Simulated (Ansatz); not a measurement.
Consider the following.

```yaml
crystal:
  lattice:
    - [3.24962, 0.00000, 0.00000]
    - [-1.62481, 2.81425, 0.00000]
    - [0.00000, 0.00000, 5.23652]
  atoms:
    - { symbol: Zn, position: [0.66667, 0.33333, 0.00236] }
    - { symbol: Zn, position: [0.33333, 0.66667, 0.50236] }
    - { symbol: O, position: [0.66667, 0.33333, 0.62284] }
    - { symbol: O, position: [0.33333, 0.66667, 0.12284] }
```

No spin polarisation.

Method: DFT with r2SCAN, PAW potentials and a 500 eV plane-wave cutoff in Ansatz (a program for electronic structure), without spin-orbit coupling. Settings: 12×12×7 k-points, 0.05 eV Fermi–Dirac smearing.

Predict the band gap, valence-band top at Γ, electron mass and gap character.

The band gap is 1.22 eV and the valence-band top at Γ (three highest levels, from the VBM) is 0.00, 0.00, -0.09 eV. The electron mass is 0.19 mₑ (at Γ). The gap character comes out as direct at Γ.

Load acts through the strain it causes; cell and atoms are relaxed under it. Effective masses come from finite differences of ±0.01 Å⁻¹. Whether these cells are dynamically stable was not tested. The cell was made from ZnO in the wurtzite structure (space group P6_3mc, No. 186) by this change: pressure −2 GPa.
